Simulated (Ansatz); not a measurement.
# A computed series for BaTiO3: pressure series

Consider BaTiO3 (space group P4mm, No. 99; a = 3.985 Å, c = 4.204 Å).

Cell and atoms are relaxed at each pressure.

Calculations: plane-wave PAW DFT at the PBE level (Ansatz, a first-principles code, 420 eV), scalar-relativistic without spin-orbit coupling, earlier PAW set.

Two rows of this table had their results exchanged by mistake.

```tsv
pressure	volume per atom (Å³)	shortest distance (Å)	band gap
pressure −1 GPa	12.54	1.859	1.90 eV
pressure 0.3 GPa	13.31	1.813	1.85 eV
pressure 0.7 GPa	13.25	1.816	1.85 eV
pressure 1.5 GPa	13.14	1.821	1.86 eV
pressure 3 GPa	12.97	1.831	1.87 eV
pressure 5 GPa	12.76	1.843	1.88 eV
pressure 7.5 GPa	13.52	1.804	1.84 eV
pressure 10 GPa	12.35	1.876	1.92 eV
```

Which two?

The rows for pressure −1 GPa and pressure 7.5 GPa: the volume has to fall steadily with pressure, so 13.52 Å³ belongs to pressure −1 GPa and 12.54 Å³ to pressure 7.5 GPa.

Load acts through the strain it causes; cell and atoms are relaxed under it. Stability against distortions was not tested. No other phases were tried under pressure. All final runs are without spin polarisation.
